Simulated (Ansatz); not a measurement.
1T (CdI2-type) MgI2 was calculated with HSE06+SOC (Ansatz, a quantum-chemistry and plane-wave program, PAW).

Excerpt of the program's output:

```
WARN the atoms were moved onto the symmetric positions of the space group found under crystal.symmetry.tolerance 1.0e-5 (fractional …
WARN output.stress: scf.exx.energy_threshold = 1e-6 eV is looser than the 3e-8 eV advised for a stress under a hybrid functional (1e-8 eV for each atom of the …
Crystal: 3 atoms, lattice volume = 102.530 Å³
Basis set: ecut = 460 eV, 2311 PW (Γ), exchange–correlation on 60×60×100 points (8 copies of the dense FFT grid, shifted against one another)
Bands: 54, of which v1, the nominal top of the filled ones, is band 44 counted from 1 (43 counted from 0)
Symmetry: 12 space group operations + 12 with time reversal
k-points: 24 of 144
Initial density: superposition of atomic densities (chi_scale 0.1, normalization cell, long waves kept (reshape's long-wave potential 0.16 eV rms))
Crystal: 3 atoms, lattice volume = 102.530 Å³
Initial density: handed on by an earlier stage of this run
Crystal: 3 atoms, lattice volume = 102.530 Å³
SCF 3 converged in 7 iterations: F = -16958.428269 eV  dr2 = 1.26e-11
Crystal: 3 atoms, lattice volume = 102.530 Å³
SCF 4 converged in 2 iterations: F = -16958.428269 eV  dr2 = 7.17e-11
Free energy (F): -16958.428269 eV
Internal energy: -16958.428269 eV  (E = F + TS)
E sigma→0 (E₀):  -16958.428269 eV
Fermi energy:    6.676468 eV
--- Forces (eV/Å), atoms counted from 1 ---
  atom   1  Mg     0.00000000    -0.00000000     0.00000000
  atom   2  I      0.00000000     0.00000000     0.06991055
  atom   3  I     -0.00000000    -0.00000000    -0.06991055
--- Stress (GPa, compression-positive) ---
        0.551199      -0.000000      -0.000000
       -0.000000       0.551199       0.000000
       -0.000000      -0.000000       0.758808
  P = ⅓ Tr σ = 0.6204 GPa (6.204 kbar)
```

Task: Write an input file that could have produced this run (the log leaves some choices open).

Result: Several could match; the one computed here: 
Ansatz 0.2 input:
```yaml
crystal:
  lattice:
    - [-2.07685, -3.59721, 0.0]
    - [-2.07685, 3.59721, 0.0]
    - [0.0, 0.0, -6.862]
  atoms:
    - { symbol: Mg, position: [0.0, 0.0, 0.0] }
    - { symbol: I, position: [0.333333, 0.666667, 0.24237] }
    - { symbol: I, position: [0.666667, 0.333333, 0.75763] }
basis:
  ecutwfc: 460
  ecutrho_ratio: 4
  xc_grid: 2
kpoints:
  mp_grid: { grid: [6, 6, 4] }
  band_path: { path: [[0, 0, 0], [0.0, 0.46875, 0.317708]], npoints: 1 }
hamiltonian:
  xc: hse06
  dispersion: none
  pseudopotentials: { kind: paw }
scf:
  occupations: { method: fermi_dirac, width: 0.01 }
  convergence: { dr2_threshold: 0.0000000003 }
output:
  forces: true
  stress: true
  eigenvalues: true
  write_bands: true
magnetization:
  noncollinear: true
  spin_orbit: true
```

The PAW data were made under PBE.

Note: cell and atoms aren't relaxed at this level (largest force component 0.07 eV/Å, pressure 0.6 GPa).
